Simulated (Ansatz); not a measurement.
The parent structure is HfO2 in the rutile structure (space group P4_2/mnm, No. 136; a = 4.830 Å, c = 3.210 Å; a cell from a computed database, its experimental status unchecked). Axes: x, y, z lie along a, b, c of the conventional cell.

One thing is altered: uniaxial stress, 5 GPa tension along x; all other stress components relax to zero.

Levels (all Ansatz, a program for electronic structure, PAW): PBEsol (420 eV, no spin-orbit coupling); r2SCAN (500 eV, without spin-orbit coupling); HSE06 (420 eV, no SOC).

At the geometry relaxed with PBEsol, these levels gave the following band gaps, in shuffled order: (a) 3.86 eV, (b) 4.52 eV, (c) 5.62 eV.

Q: Match each gap to its level.

A: (a) PBEsol; (b) r2SCAN; (c) HSE06.

Single points use the geometry relaxed with PBEsol. Spin-orbit coupling, missing from the scalar runs, can matter with Hf. Load acts through the strain it causes; cell and atoms are relaxed under it. Beyond what the load breaks, stability against distortions was not tested. This is not the structure that HfO2 has at room temperature and ambient pressure.
